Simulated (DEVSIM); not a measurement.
Device: abrupt Ge n-p junction, at 300 K.

| layer (left to right) | material | thickness (μm) | Nd (cm⁻³) | Na (cm⁻³) | τn (s) | τp (s) |
|---|---|---|---|---|---|---|
| 1 | Ge | 84.0 | 1.2e17 | - | 8.8e-7 | 8.8e-7 |
| 2 | Ge | 83.0 | - | 9.6e16 | 8.8e-7 | 8.8e-7 |

Left contact: ohmic. Right contact: ohmic. Voltage is applied to the left contact. Recombination: SRH at mid-gap, radiative, Auger. Mobility is μmin + (μ − μmin)/(1 + (N/Nref)^α).

The device is made up for the run: typed textbook-type constants, with dimensions and the other settings drawn at random. Values at 300 K.

```
parameter           Ge
-------------  -------
gap (eV)         0.664
affinity (eV)        4
permittivity        16
Nc (cm⁻³)      1.04e19
Nv (cm⁻³)         6e18
μn (cm²/Vs)       3900
μp (cm²/Vs)       1900
μn,min             150
μp,min             100
Nref,n          2.6e17
Nref,p            4e17
αn                0.56
αp                 0.6
B (cm³/s)      6.4e-14
Cn (cm⁶/s)       1e-31
Cp (cm⁶/s)       1e-31
```

DEVSIM, 1D drift-diffusion, Boltzmann statistics, complete ionisation; no tunnelling, impact ionisation, image-force lowering or self-heating.

The thickness of layer 1 was swept, all else fixed.

| thickness of layer 1 (μm) | dark forward voltage at 100 A/cm² (V) | dark forward voltage at 1 A/cm² (V) |
|---|---|---|
| 17 | 0.425 | 0.280 |
| 29 | 0.431 | 0.287 |
| 50 | 0.436 | 0.291 |
| 84 | 0.443 | 0.294 |
| 140 | 0.454 | 0.294 |
| 250 | 0.478 | 0.295 |
| 420 | 0.514 | 0.295 |

From the first row to the last the dark forward voltage at 100 A/cm² goes from 0.425 to 0.514. From the first row to the last the dark forward voltage at 1 A/cm² goes from 0.280 to 0.295.
